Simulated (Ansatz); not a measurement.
Start from Mg₂Ge in the anti-fluorite structure (space group Fm-3m, No. 225).

```xyz
3
Lattice="0.0000 3.1822 3.1822 3.1822 0.0000 3.1822 3.1822 3.1822 0.0000" Properties=species:S:1:pos:R:3 pbc="T T T"
Mg     1.5911     1.5911     1.5911
Mg     4.7733     4.7733     4.7733
Ge     0.0000     0.0000     0.0000
```

Cartesian axes are those of the cell as printed.

The values are results of Ansatz (a first-principles code), PBEsol, PAW, cutoff 420 eV, no spin-orbit coupling, not measurements.

Before the change:

The valley order is X along ⟨100⟩ 0.08 eV; Γ 1.03 eV; L along ⟨111⟩ 1.03 eV and the volume per atom comes out as 21.48 Å³.

Modification: biaxial strain −1.25 %, plane normal [111], relaxed out of plane (Cartesian); in-plane vectors clamped, the third vector and the atoms free.

What happens to the energy relative to the base?

The energy increases by 2.7 meV/atom.

What does the calculation give for the valley order after the change?

The valley order (the lowest conduction-band minima on the path, energy above the VBM, named in the base's zone) goes from X along ⟨100⟩ 0.08 eV; Γ 1.03 eV; L along ⟨111⟩ 1.03 eV to X along [010] 0.02 eV; L along [1-1-1] 1.04 eV; Γ 1.09 eV; L along [111] 1.20 eV.

Predict the new volume per atom.

The volume per atom shrinks by 0.418 Å³ to 21.07 Å³.

The levels and masses belong to the bands next to the band gap. No phonon test of stability was made. The final runs are not spin-polarised.
